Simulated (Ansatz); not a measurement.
Consider the following.

```
CELL_PARAMETERS angstrom
      3.90753     0.00000     0.00000
      0.00000     3.90753     0.00000
      0.00000     0.00000     3.90753
ATOMIC_POSITIONS crystal
  Sr 0.00000 0.00000 0.00000
  Ti 0.50000 0.50000 0.50000
  O  0.00000 0.50000 0.50000
  O  0.50000 0.50000 0.00000
  O  0.50000 0.00000 0.50000
```

No spin polarisation.

Hole doping at 2.0×10^21 cm⁻³ (0.119 per cell), with a uniform compensating background at fixed cell and a 300 K Fermi–Dirac width.

Method: Kohn–Sham DFT with the r2SCAN functional, run in Ansatz (a quantum-chemistry and plane-wave program) with PAW and 500 eV plane waves, no SOC, earlier PAW set. k-mesh 12×12×12 (Γ-centred); smearing 0.0259 eV (Fermi–Dirac).

Predict the Fermi level from band edge, gap character and gap between the host's bands.

The Fermi level relative to the doped band's edge (positive inside the band; to 0.05 eV) is +0.10 eV and the gap character is indirect, R → Γ. The gap between the host's bands comes out as 2.32 eV.

Carriers are added with a uniform compensating background; total energy and stress of such cells depend on the potential's zero and are not compared; many-body gap narrowing is missing at this level. No phonon test of stability was made. The final runs are not spin-polarised. The cell was made from SrTiO$_{3}$ in the cubic perovskite structure (space group Pm-3m, No. 221) by this change: holes 2.0×10^21 cm⁻³. Many cubic perovskites are stable only at high temperature; tilts and polar distortions were not tested.
